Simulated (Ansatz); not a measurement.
For Ta2Si (I4/mcm, No. 140, 6 atoms in the cell; start mp-2783), LDA in Ansatz (plane waves, PAW) gives:

```
Item                          Value
-------------------  --------------
lattice parameter a         6.092 Å
lattice parameter c         5.010 Å
formation enthalpy   -0.586 eV/atom
```

Question: What does r²SCAN-D4 (Ansatz, a first-principles code, plane waves, PAW) give for the same quantities?

Answer: 
- lattice constant a: 6.159 Å (increases by 1.1 %)
- lattice parameter c: 5.041 Å (goes up by 0.6 %)
- formation enthalpy: -0.626 eV/atom (moves by -0.040 eV/atom)

Changes are worked out from the printed values.

Unless a cell is named, each level is at its own relaxed cell (LDA 15.50, r²SCAN-D4 15.93 Å³/atom).

Levels without +SOC leave out spin–orbit coupling, which shifts energies and cells of such heavy elements.

Caveats: the relaxation could not lower the start's symmetry, so the cell can be a saddle point above a distorted one (LDA, r²SCAN-D4). Ansatz's density-functional and Hartree–Fock values are scalar-relativistic unless marked +SOC, with PAW data made under PBE.

A start named mp-… is a Materials Project structure, which need not be a measured phase.
